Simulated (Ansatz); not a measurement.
Consider K2Se in the anti-fluorite structure (space group Fm-3m, No. 225; a = 7.6097 Å). Axes: x, y, z lie along the cube axes.

All numbers come from plane-wave PAW DFT at the PBEsol level (Ansatz, a quantum-chemistry and plane-wave program, 420 eV), spin-orbit coupling left out.

Strains are applied to the cell and any free atomic positions relax.

One change was made to it. Results:

The band gap stays 2.11 eV; the smallest direct gap is still 2.27 eV; the shortest interatomic distance falls by 0.005 Å to 3.290 Å.

Q: What was done to the base?
(A) tensor shear ε_xy = +0.29 %
(B) tensor shear ε_xy = +1.14 %
(C) tensor shear ε_xy = +2.00 %

A: A, tensor shear ε_xy = +0.29 %. For comparison, the shortest interatomic distance in the other runs: tensor shear ε_xy = +1.14 % gives 3.279 Å; tensor shear ε_xy = +2.00 % gives 3.267 Å.

Semilocal Kohn–Sham gaps tend to fall short of experiment. Whether these cells are dynamically stable was not tested.
